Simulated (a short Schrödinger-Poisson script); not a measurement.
MOS inversion layer, Si3N4 on p-type Ge(100)

Structure: MOS inversion layer, Si3N4 on p-type Ge(100), at 300 K.

| layer | material | thickness (nm) | Na (cm⁻³) |
|---|---|---|---|
| 1 | Si3N4 | 2.5 | - |
| 2 | Ge | 410 | 1e18 |

The device is made up for the run: typed textbook-type constants, with dimensions and the other settings drawn at random. Si3N4: permittivity 7.5, conduction-band edge (eV) 1.9, gap (eV) 5.1, electron mass (mₑ) 0.5. Ge: permittivity 16, conduction-band edge (eV) 0, gap (eV) 0.664, Nv at 300 K (cm⁻³) 6e18.

Channel valleys (confinement mass, in-plane density-of-states mass, number): L4 0.12, 0.295, 4. At the gate the conduction-band edge of layer 1 lies 1.95 eV − eVg above the Fermi level of the channel; the field vanishes at the back. Gaps are held at their typed values at every temperature. Mesh 0.03 nm at interfaces.

Solved with a short Schrödinger-Poisson script written for these runs: 1D Poisson equation in equilibrium, electrons quantum, Hartree (BenDaniel-Duke, 12 states a valley, the channel's in-plane mass for all, wave functions free to enter the dielectric), parabolic valleys, classical holes, full ionisation, no traps, pinning or gate leakage.

```tsv
Vg (V)	electrons (cm⁻²)	C (μF/cm²)	L4 E0 (meV)	L4 E1 (meV)
-0.05	8.83e6	0.472	367.4	460.8
0.05	1.52e8	0.432	293.5	396.8
0.15	2.89e9	0.411	217.3	329.2
0.25	5.28e10	0.559	142.0	261.6
0.35	4.46e11	1.22	86.4	212.6
0.45	1.30e12	1.64	58.0	190.0
0.55	2.36e12	1.82	41.4	178.9
0.65	3.51e12	1.92	29.8	172.4
0.75	4.73e12	1.99	20.8	168.4
0.85	5.99e12	2.03	13.3	165.6
0.95	7.27e12	2.07	6.9	163.7
```

Subbands count from the Fermi level.

Only the L valleys are kept; under strong confinement the Δ valleys of Ge fill too.
